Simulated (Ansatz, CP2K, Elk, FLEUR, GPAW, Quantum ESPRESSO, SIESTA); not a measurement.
# Code comparison for MgGeAs2 (I-42d, 8 atoms in the cell)

Self-consistent single point, at a second geometry (lattice scaled by 0.98). First geometry:

```
MgGeAs2
1.0
   -2.97950     2.97950     5.55323
    2.97950    -2.97950     5.55323
    2.97950     2.97950    -5.55323
Mg Ge As
2 2 4
Direct
  0.75000   0.25000   0.50000
  0.00000   0.00000   0.00000
  0.50000   0.50000   0.00000
  0.25000   0.75000   0.50000
  0.87500   0.39990   0.02490
  0.60010   0.62500   0.47510
  0.37500   0.85010   0.97510
  0.14990   0.12500   0.52490
```

Shared settings, as Ansatz (a first-principles code) writes them: kpoints.mp_grid.grid = 3 3 3; scf.occupations.method = fermi_dirac; scf.occupations.width = 0.05 eV. Potentials and cutoffs stand in the table.

| code | model | ΔF from the first geometry (meV/atom) | pressure (GPa) | largest force (eV/Å) | gap on the mesh (eV) | cutoff |
|---|---|---|---|---|---|---|
| Ansatz | LDA (PW92), default PAW files made with PBE | -0.1 | 1.95 | 0.101 | 0.931 | 420 eV |
| SIESTA | LDA PW92, numerical atomic orbitals DZP, PseudoDojo LDA standard norm-conserving potentials (rewritten from UPF to PSML) | 18.9 | 4.31 | 0.506 | 0.802 | grid 300 Ry |
| FLEUR | LDA (Vosko-Wilk-Nusair), all-electron FLAPW (FLEUR), scalar-relativistic valence | 2.0 | – | – | 0.925 | Kmax 4.1 1/bohr |
| GPAW | LDA (Perdew-Wang 92), GPAW PAW datasets LDA (gpaw-data 1.0.1) | 1.9 | 2.25 | 0.149 | 0.955 | 800 eV |
| Elk | LDA (PW92), all-electron FP-LAPW, Elk's shipped species files, default APW+lo basis | -0.2 | – | – | 0.924 | default |
| Quantum ESPRESSO | LDA (PZ), GBRV 1.5 ultrasoft (LDA) pseudopotentials | 2.3 | 2.23 | 0.138 | 0.933 | 50 Ry |
| CP2K | LDA (Pade form), GPW, DZVP-MOLOPT-SR-GTH basis, GTH-PADE potentials (GTH_POTENTIALS) | 1.3 | 2.12 | 0.011 | 1.005 | grid 1000 Ry |

A dash marks a value that a program does not give, or that is left out as unsure.

Gaps are read on the mesh.

The spread over the programs that give each value: ΔF from the first geometry within 19.1 meV/atom; pressure within 2.36 GPa; largest force within 0.495 eV/Å; gap on the mesh within 0.203 eV.

SIESTA and CP2K use small atom-centred bases, whose incompleteness enters pressures, forces and empty levels differently from a plane-wave cutoff. FLEUR and Elk treat all electrons, but the usual bases taken here (sphere radii, linearisation, local orbitals, empty states) were not tested for convergence, so the values are no reference for the others. Ansatz's pressure is given at a fixed set of plane waves, as the other plane-wave codes print theirs. The same LDA comes in different parametrisations, which differ slightly. In the pressure, SIESTA (by 2.09) lies more than 1 GPa from the median of the plane-wave programs. In the gap, SIESTA (by 0.131) lies more than 0.12 eV from the median of the plane-wave programs. In the force vectors, SIESTA (by 0.367) and CP2K (by 0.128) lie more than 0.08 eV/Å from the median of the plane-wave programs.

The starting cell comes from a database of computed structures (which also holds hypothetical and non-ambient phases and stackings), without a prior relaxation at this level. For this run, on top of that: lattice scaled by 0.98.

Left out of this page: ABINIT (with a known weakness of the program).

Keys are those of Ansatz 0.2.
